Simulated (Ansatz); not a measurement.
C on the 1x1 (111) surface of fcc Ni, ferromagnetic, one in a 2x2 cell, energies for each (21.5 Å²). Energies are against an atom of graphite, without zero-point or thermal terms; each row is named by its start. No converged result for: 1 more start.

The numbers are results of PBE (plane waves to 420 eV, PAW; Ansatz, a first-principles code), not measurements.

Set-up: 17 atoms, 6.0 Å thick at the start under the adsorbate (thin: gaps and levels are the slab's own); mesh 7x7x1; 0.1 eV smearing; dipole correction on; 8 atoms held, the rest relaxed; each run with such symmetry as its start has; spin-polarised, no spin-orbit, no U, no dispersion correction.

A negative adsorption energy means that the adsorbate is more stable on the surface than in its reference. Starts that drift may end in the same place. Heights count from the host atoms within 0.3 Å of the top one.

```csv
starting site,E_ads (eV),height (Å),nearest host atom (Å),bonded to,Δ work function (eV),lateral drift (Å),moment (μB)
top Ni,3.43,1.56,Ni 1.63,Ni,0.67,0.0,9.4
hollow Ni-Ni-Ni over Ni at depth 4.0 Å,1.10,1.01,Ni 1.76,3 Ni,0.58,0.0,8.3
bridge Ni-Ni (span 2.5 Å),1.03,0.99,Ni 1.76,3 Ni,0.54,0.7,8.5
```
